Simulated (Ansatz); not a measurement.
BAs (model structure, started from the BN type, Pm-3n, No. 223, 12 atoms in the cell), treated with PBEsol+SOC (PAW; Ansatz, a quantum-chemistry and plane-wave program).

Numerical settings: plane-wave cutoff 520 eV, 6×6×6 k mesh, Fermi–Dirac smearing 0.01 eV, PAW data made under PBE.

Cell (relaxed with PBEsol):

```cif
data_As6B6
_chemical_formula_sum 'B6 As6'
_space_group_name_H-M_alt 'P 1'
_space_group_IT_number 1
_cell_length_a 5.87426
_cell_length_b 5.87426
_cell_length_c 5.87426
_cell_angle_alpha 90.000
_cell_angle_beta 90.000
_cell_angle_gamma 90.000
loop_
_space_group_symop_operation_xyz
  'x, y, z'
loop_
_atom_site_label
_atom_site_type_symbol
_atom_site_fract_x
_atom_site_fract_y
_atom_site_fract_z
_atom_site_occupancy
B1 B 0.25000 0.00000 0.50000 1
B2 B 0.50000 0.25000 0.00000 1
B3 B 0.50000 0.75000 0.00000 1
B4 B 0.75000 0.00000 0.50000 1
B5 B 0.00000 0.50000 0.75000 1
B6 B 0.00000 0.50000 0.25000 1
As1 As 0.25000 0.50000 0.00000 1
As2 As 0.00000 0.25000 0.50000 1
As3 As 0.00000 0.75000 0.50000 1
As4 As 0.75000 0.50000 0.00000 1
As5 As 0.50000 0.00000 0.75000 1
As6 As 0.50000 0.00000 0.25000 1
```

**Question.** What does this level give for the band gap, smallest direct gap on the k points sampled and Γ–Γ gap?

**Answer.** 
band gap: 0.43 eV (indirect)
smallest direct gap on the k points sampled: 0.84 eV
Γ–Γ gap: 0.93 eV

Note: the relaxation could raise the start's symmetry but not lower it, so the cell can be a saddle point.

A model structure was made by putting elements into a prototype or built by hand; it is no filed structure, need not be a known phase, and can be a saddle point held by its symmetry.
